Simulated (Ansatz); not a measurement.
Cubic perovskite BaHfO3 was calculated with HSE06+SOC in Ansatz (PAW).

Input:

Ansatz 0.2 input:
```yaml
crystal:
  lattice:
    - [4.171, 0.0, 0.0]
    - [0.0, 4.171, 0.0]
    - [0.0, 0.0, 4.171]
  atoms:
    - { symbol: Ba, position: [0.0, 0.0, 0.0] }
    - { symbol: Hf, position: [0.5, 0.5, 0.5] }
    - { symbol: O, position: [0.5, 0.0, 0.5] }
    - { symbol: O, position: [0.0, 0.5, 0.5] }
    - { symbol: O, position: [0.5, 0.5, 0.0] }
basis:
  ecutwfc: 460
  ecutrho_ratio: 4
  xc_grid: 2
kpoints:
  mp_grid: { grid: [6, 6, 6] }
hamiltonian:
  xc: hse06
  dispersion: none
  pseudopotentials: { kind: paw }
scf:
  occupations: { method: fermi_dirac, width: 0.01 }
  convergence: { dr2_threshold: 0.0000000005 }
output:
  forces: true
  stress: true
  eigenvalues: true
magnetization:
  noncollinear: true
  spin_orbit: true
```

From the output:

```
WARN output.stress: scf.exx.energy_threshold = 1e-6 eV is looser than the 5e-8 eV advised for a stress under a hybrid functional (1e-8 eV for each atom of the …
Crystal: 5 atoms, lattice volume = 72.564 Å³
Basis set: ecut = 460 eV, 1647 PW (Γ), exchange–correlation on 60×60×60 points (8 copies of the dense FFT grid, shifted against one another)
Bands: 66, of which v1, the nominal top of the filled ones, is band 54 counted from 1 (53 counted from 0)
Symmetry: 48 space group operations + 48 with time reversal
k-points: 20 of 216
Initial density: superposition of atomic densities (chi_scale 0.1, normalization cell, long waves kept (reshape's long-wave potential 0.00 eV rms))
Crystal: 5 atoms, lattice volume = 72.564 Å³
Initial density: handed on by an earlier stage of this run
Crystal: 5 atoms, lattice volume = 72.564 Å³
Crystal: 5 atoms, lattice volume = 72.564 Å³
SCF 4 converged in 3 iterations: F = -23387.610540 eV  dr2 = 2.77e-10
Free energy (F): -23387.610540 eV
Internal energy: -23387.610540 eV  (E = F + TS)
E sigma→0 (E₀):  -23387.610540 eV
Fermi energy:    13.112994 eV
--- Forces (eV/Å), atoms counted from 1 ---
  atom   1  Ba     0.00000000     0.00000000     0.00000000
  atom   2  Hf    -0.00000000    -0.00000000     0.00000000
  atom   3  O     -0.00000000     0.00000000     0.00000000
  atom   4  O      0.00000000    -0.00000000     0.00000000
  atom   5  O     -0.00000000    -0.00000000    -0.00000000
--- Stress (GPa, compression-positive) ---
        0.337409       0.000000       0.000000
        0.000000       0.337409       0.000000
        0.000000       0.000000       0.337409
  P = ⅓ Tr σ = 0.3374 GPa (3.374 kbar)
```

The PAW data were made under PBE.

Note: cell and atoms aren't relaxed at this level (pressure 0.3 GPa).

Ansatz is a quantum-chemistry and plane-wave program.
